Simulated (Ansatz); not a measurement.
Input:

```xyz
2
Lattice="0.0000 2.6427 2.6427 2.6427 0.0000 2.6427 2.6427 2.6427 0.0000" Properties=species:S:1:pos:R:3 pbc="T T T"
Ga     0.0000     0.0000     0.0000
P      1.3213     1.3213     1.3213
```

All values below come from r2SCAN with spin-orbit coupling, rigid bands (plane waves, PAW; Ansatz, an electronic-structure program). Condition of this run: hydrostatic pressure 10 GPa (the target of the relaxation). Cell: cell and atoms relaxed with r2SCAN, then loaded as said.

Q: Predict the hole conductivity mass (n e² τ/σ) at 300 K, by direction if it differs.

A: 0.44 mₑ.

Q: What conductivity effective mass do dilute electrons have at 300 K?

A: 0.34 mₑ.

Q: And the band gap?

A: 1.64 eV at this level; semilocal functionals usually fall short of the measured gap.

Rigid bands, one relaxation time for all states, no polarons.
